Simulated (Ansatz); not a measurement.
What biaxial strain +2.50 %, plane normal [111], relaxed out of plane does to Cu

Start from Cu in the fcc (Cu type) structure (space group Fm-3m, No. 225; a = 3.564 Å; relaxed with 0.1 eV smearing). Axes: x, y, z lie along the cube axes.

The change: tensile biaxial strain of 2.50 % in the plane normal to [111], as in epitaxy on a mismatched substrate; the out-of-plane cell vector and the atoms relax.

Level of theory: Ansatz (a first-principles code), PBEsol, PAW, cutoff 420 eV, no spin-orbit coupling. k-mesh 32×32×32 (Γ-centred); smearing 0.1 eV (Fermi–Dirac).

Volume per atom: 11.67 Å³ (base 11.32 Å³)
Space group: R-3m (No. 166) (base Fm-3m (No. 225))
Energy relative to the base (free energy F): +13 meV/atom
Pressure (mean of the normal stresses, compression positive): -4.5 GPa (base 0.0 GPa)
Band gap: zero (base zero)
Out-of-plane strain: -1.82 %
Ratio −ε⊥/ε∥: 0.73
Mean in-plane stress (compression positive): -6.8 GPa

No phonon test of stability was made. The final runs are not spin-polarised.
